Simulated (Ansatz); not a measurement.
Here is the system:

```xyz
2
Lattice="0.0524 3.0662 3.0662 3.0662 0.0524 3.0662 3.1186 3.1186 0.0000" Properties=species:S:1:pos:R:3 pbc="T T T"
Ga     0.0000     0.0000     0.0143
Sb     1.5593     1.5593     1.5188
```

No spin polarisation.

Calculations: Kohn–Sham DFT with the r2SCAN functional, run in Ansatz (an electronic-structure program) with PAW and 500 eV plane waves, scalar-relativistic without spin-orbit coupling. Settings: 13×13×13 k-points, 0.05 eV Fermi–Dirac smearing.

### Question
Predict the band gap, valence-band top at Γ and stress.

### Answer
Band gap: 0.26 eV
Valence-band top at Γ (three highest levels, from the VBM): 0.00, -0.17, -0.27 eV
Stress (xx, yy, zz, yz, xz, xy; compression positive): (0.06, 0.06, 0.00, 0.00, 0.00, -1.50) GPa

Spin-orbit coupling, missing from the scalar runs, can matter with Sb. The cells carry an imposed strain or load. Stability against distortions was not tested. The cell was made from GaSb in the zinc blende structure (space group F-43m, No. 216) by this change: tensor shear ε_xy = +1.71 %. A zero or small gap of GaSb under tensor shear ε_xy = +1.71 % can be the functional's error rather than a property of the material.
